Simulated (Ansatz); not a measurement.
The structure below was relaxed with Kohn–Sham DFT with the PBEsol functional, run in Ansatz (a first-principles code) with PAW and 420 eV plane waves, no SOC, at pressure 0.3 GPa.

```xyz
1
Lattice="-1.7049 1.7049 1.7049 1.7049 -1.7049 1.7049 1.7049 1.7049 -1.7049" Properties=species:S:1:pos:R:3 pbc="T T T"
Li     0.0000     0.0000     0.0000
```

Task: Find the space group and the Wyckoff positions.

Result: Space group Im-3m (No. 229); a = b = c = 3.410 Å, α = β = γ = 90.00°

| atom | site | symmetry | x | y | z |
|---|---|---|---|---|---|
| Li | 2a | m-3m | 0.0000 | 0.0000 | 0.0000 |

Task: Describe the coordination.

Result: The crystal has 2 atoms in its conventional cell. Conventional cell: a = 3.410 Å, b = 3.410 Å, c = 3.410 Å, α = 90.00°, β = 90.00°, γ = 90.00°. Li is surrounded by 8 Li at 2.953 Å and 6 Li at 3.410 Å. (Neighbours: up to the widest gap in distance over summed covalent radii, below 1.35, at either atom.)

Load acts through the strain it causes; cell and atoms are relaxed under it. No phonon test of stability was made. The cell was made from Li in the bcc (W type) structure (space group Im-3m, No. 229) by this change: pressure 0.3 GPa.
